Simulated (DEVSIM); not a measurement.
System: abrupt GaAs p-n junction, at 500 K.

| layer (left to right) | material | thickness (μm) | Nd (cm⁻³) | Na (cm⁻³) | τn (s) | τp (s) |
|---|---|---|---|---|---|---|
| 1 | GaAs | 0.330 | - | 2.6e15 | 8.1e-8 | 8.1e-8 |
| 2 | GaAs | 14.0 | 1.3e14 | - | 8.1e-8 | 8.1e-8 |

Left contact: ohmic. Right contact: ohmic. Voltage is applied to the left contact. Recombination: SRH at mid-gap, Auger. Mobility is μmin + (μ − μmin)/(1 + (N/Nref)^α).

This is a model device: material constants are rounded textbook-type values typed into the input, and sizes, dopings and lifetimes were drawn at random. Values at 300 K; Nc and Nv go as T^1.5, mobilities as T to minus their exponent, the gap by Varshni's rule with the affinity fixed.

```tsv
parameter	GaAs
gap (eV)	1.424
affinity (eV)	4.07
permittivity	12.9
Nc (cm⁻³)	4.7e17
Nv (cm⁻³)	9e18
μn (cm²/Vs)	8500
μp (cm²/Vs)	400
μn,min	500
μp,min	20
Nref,n	6e16
Nref,p	1.5e17
αn	0.39
αp	0.38
T exponent of μn	2.1
T exponent of μp	2.2
Cn (cm⁶/s)	1e-30
Cp (cm⁶/s)	1e-30
Varshni α (eV/K)	0.000541
Varshni β (K)	204
```

Simulated with DEVSIM: 1D drift-diffusion, Boltzmann statistics, complete ionisation; no tunnelling, impact ionisation, image-force lowering or self-heating.

Problem. Tabulate band edges, carrier densities and field at 1.05 V on the left contact.

Solution. Energies count from the Fermi level of the right contact; mesh points crowd at the junctions.

| x (μm) | Ec (eV) | Ev (eV) | n (cm⁻³) | p (cm⁻³) | field (V/cm) |
|---|---|---|---|---|---|
| 0.000 | -0.106 | -1.434 | 3.1e8 | 2.6e15 | -180 |
| 0.02277 | -0.106 | -1.435 | 7.9e12 | 2.6e15 | -190 |
| 0.06388 | -0.107 | -1.435 | 2.2e13 | 2.5e15 | -230 |
| 0.1381 | -0.109 | -1.438 | 5.0e13 | 2.3e15 | -440 |
| 0.2549 | -0.119 | -1.447 | 1.1e14 | 1.8e15 | -1300 |
| 0.3010 | -0.126 | -1.455 | 1.5e14 | 1.5e15 | -2000 |
| 0.3266 | -0.132 | -1.461 | 1.8e14 | 1.3e15 | -2500 |
| 0.3581 | -0.140 | -1.468 | 2.2e14 | 1.1e15 | -2100 |
| 0.4101 | -0.149 | -1.477 | 2.9e14 | 8.9e14 | -1500 |
| 0.5139 | -0.160 | -1.488 | 4.1e14 | 6.7e14 | -680 |
| 0.7213 | -0.166 | -1.494 | 5.4e14 | 5.2e14 | -34 |
| 1.365 | -0.155 | -1.483 | 5.8e14 | 4.5e14 | 240 |
| 2.420 | -0.128 | -1.457 | 5.5e14 | 4.2e14 | 260 |
| 4.527 | -0.072 | -1.400 | 5.0e14 | 3.7e14 | 280 |
| 9.483 | 0.089 | -1.239 | 3.7e14 | 2.4e14 | 380 |
| 11.91 | 0.197 | -1.132 | 2.9e14 | 1.6e14 | 520 |
| 13.13 | 0.271 | -1.058 | 2.2e14 | 1.1e14 | 730 |
| 13.74 | 0.322 | -1.006 | 1.7e14 | 7.4e13 | 960 |
| 14.11 | 0.361 | -0.967 | 1.4e14 | 3.9e13 | 1100 |
| 14.23 | 0.375 | -0.954 | 1.4e14 | 2.0e13 | 1200 |
| 14.29 | 0.382 | -0.947 | 1.3e14 | 8.1e12 | 1200 |
| 14.33 | 0.386 | -0.942 | 1.3e14 | 6.1e9 | 1200 |
